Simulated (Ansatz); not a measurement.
An Ansatz (a quantum-chemistry and plane-wave program) input (LDA/PAW in Ansatz, scalar-relativistic without spin-orbit coupling):

Ansatz 0.2 input:
```yaml
crystal:
  lattice:
    - [3.9519952533, 0.0395199525, 0]
    - [0.0395199525, 3.9519952533, 0]
    - [0, 0, 3.9519952533]
  atoms:
    - { symbol: K, position: [0, 0, 0] }
    - { symbol: Ta, position: [0.5, 0.5, 0.5] }
    - { symbol: O, position: [0.5, 0, 0.5] }
    - { symbol: O, position: [0, 0.5, 0.5] }
    - { symbol: O, position: [0.5, 0.5, 0] }
basis: { ecutwfc: 420, ecutrho_ratio: 4, xc_grid: 2, fft_grid_basis: typed }
kpoints: { mp_grid: { grid: [8, 8, 8] } }
hamiltonian:
  xc: lda
  dispersion: none
  pseudopotentials: { kind: paw }
scf: { occupations: { method: fermi_dirac, width: 0.05 }, convergence: { dr2_threshold: 0.0000000005 } }
relax: { f_tol: 0.005, max_steps: 50 }
output: { forces: true, stress: true }
checkpoint: { write: state.ck, write_every: 1000 }
```

Task: Which symmetry and how many k-points will the program report, and about how many plane waves at Γ?

Result: Space group Cmmm (ITA 65) with 8 operations, k-points 105 of 512, and 1221 plane waves at Γ.

The cells carry an imposed strain or load. Stability against distortions was not tested. The cell was made from KTaO3 in the cubic perovskite structure (space group Pm-3m, No. 221) by this change: tensor shear ε_xy = +1.00 %.
